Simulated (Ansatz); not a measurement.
**BP, response to strain**

Start from BP in the zinc blende structure (space group F-43m, No. 216; a = 4.548 Å).

Strains are applied to the cell and any free atomic positions relax.

Level of theory: Ansatz (a first-principles code) PBE, without spin-orbit coupling.

| isotropic strain (%) | pressure (GPa) |
|---|---|
| -3 | 17.6 |
| -1 | 5.2 |
| 0 | 0.0 |
| 0.5 | ? |
| 1 | -4.6 |
| 1.5 | -6.6 |
| 2 | -8.6 |
| 2.5 | -10.4 |
| 3 | -12.1 |

Question: Fit P = P₀ − Bδ + Cδ² with δ = (1 + ε)³ − 1 to the rows shown and predict the withheld row.

Answer: Least squares on the printed values gives P₀ = 0.0 GPa, B = 166 GPa, C = 391 GPa (largest residual 0.1 GPa); this predicts -2.4 GPa, and the run gives -2.4 GPa, in agreement.

No phonon test of stability was made.
